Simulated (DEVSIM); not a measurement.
illuminated Si p-on-n cell, one wavelength, with a back-surface field

Device: illuminated Si p-on-n cell, one wavelength, with a back-surface field, at 300 K.

| layer (left to right) | material | thickness (μm) | Nd (cm⁻³) | Na (cm⁻³) | τn (s) | τp (s) | absorption coefficient (cm⁻¹) |
|---|---|---|---|---|---|---|---|
| 1 | Si | 0.0650 | - | 6.8e18 | 8.7e-8 | 7.5e-8 | 1800 |
| 2 | Si | 170 | 2.7e15 | - | 1.1e-7 | 1.1e-7 | 1800 |
| 3 | Si | 0.130 | 4.7e18 | - | 1.1e-7 | 1.1e-7 | 1800 |

Left contact: ohmic, minority electron recombination velocity 20 cm/s. Right contact: ohmic, minority hole recombination velocity 1e5 cm/s. Voltage is applied to the left contact. Recombination: SRH at mid-gap, radiative, Auger. Gap narrowing is on: ΔEg = 6.92 meV × (l + √(l² + 0.5)), l = ln(N/1.3e17 cm⁻³), shared equally by both band edges. Light enters at the left, 4.6e16 photons cm⁻² s⁻¹, one pass, no reflection. Mobility is μmin + (μ − μmin)/(1 + (N/Nref)^α).

This is a model device: material constants are rounded textbook-type values typed into the input, and sizes, dopings and lifetimes were drawn at random. Values at 300 K.

| parameter | Si |
|---|---|
| gap (eV) | 1.124 |
| affinity (eV) | 4.05 |
| permittivity | 11.7 |
| Nc (cm⁻³) | 2.86e19 |
| Nv (cm⁻³) | 3.1e19 |
| μn (cm²/Vs) | 1417 |
| μp (cm²/Vs) | 470 |
| μn,min | 52 |
| μp,min | 45 |
| Nref,n | 9.7e16 |
| Nref,p | 2.2e17 |
| αn | 0.68 |
| αp | 0.72 |
| B (cm³/s) | 4.7e-15 |
| Cn (cm⁶/s) | 2.8e-31 |
| Cp (cm⁶/s) | 9.9e-32 |

Model (solved in DEVSIM): 1D drift-diffusion, Boltzmann statistics, complete ionisation; no tunnelling, impact ionisation, image-force lowering or self-heating.

The potential step across the device at zero bias comes out as 0.985 V, the dark forward voltage at 1 A/cm² comes out as 0.638 V and the short-circuit current comes out as 5.22 mA/cm². The open-circuit voltage is 0.463 V and the fill factor comes out as 0.76. The largest power is 1.85 mW/cm². The share of generated pairs collected at short circuit is 0.708.

Dark forward current:

```tsv
V (V)	J (A/cm²)
0.05	8.0e-8
0.10	2.9e-7
0.15	8.7e-7
0.20	2.6e-6
0.30	2.8e-5
0.35	0.00011
0.40	0.00056
0.45	0.0032
0.50	0.019
0.55	0.11
0.60	0.48
0.70	2.4
0.75	3.7
0.80	5.2
0.85	6.8
0.90	8.6
0.95	10
1.05	15
1.10	17
1.15	19
1.20	21
1.25	24
1.30	27
1.35	29
1.45	35
1.50	38
1.55	42
1.60	46
```

Current under light (generator sign):

| V (V) | J (mA/cm²) |
|---|---|
| 0.00 | 5.22 |
| 0.06 | 5.21 |
| 0.12 | 5.20 |
| 0.18 | 5.18 |
| 0.24 | 5.17 |
| 0.32 | 5.11 |
| 0.34 | 5.07 |
| 0.36 | 4.99 |
| 0.38 | 4.85 |
| 0.40 | 4.58 |
| 0.42 | 4.02 |
| 0.44 | 2.90 |
| 0.46 | 0.564 |
| 0.48 | -4.30 |
